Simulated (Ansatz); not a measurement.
Results of HSE06+SOC (Ansatz, a quantum-chemistry and plane-wave program, plane waves, PAW) for BaAlHO₂ (model structure, started from the SrVO2H type, P4/mmm, No. 123, 5 atoms in the cell).

Settings: plane-wave cutoff 460 eV, 6×6×6 k mesh, Fermi–Dirac smearing 0.01 eV, PAW data made under PBE.

Cell (relaxed with PBEsol):

```
AlBaHO2
1.0
    3.81661     0.00000     0.00000
    0.00000     3.81661     0.00000
    0.00000     0.00000     3.95732
Ba Al O H
1 1 2 1
Direct
  0.50000   0.50000   0.50000
  0.00000   0.00000   0.00000
  0.50000   0.00000   0.00000
  0.00000   0.50000   0.00000
  0.00000   0.00000   0.50000
```

**Question.** What does this level give for the band gap, smallest direct gap on the k points sampled and Γ–Γ gap?

**Answer.** 
* **band gap**: 4.32 eV (on the SCF k mesh) (indirect)
* **smallest direct gap on the k points sampled**: 4.62 eV
* **Γ–Γ gap**: 6.50 eV

Note: the relaxation could raise the start's symmetry but not lower it, so the cell can be a saddle point; cell and atoms aren't relaxed at this level (pressure 1.0 GPa).

Computed values are for the static lattice.

A model structure was made by putting elements into a prototype or built by hand; it is no filed structure, need not be a known phase, and can be a saddle point held by its symmetry.
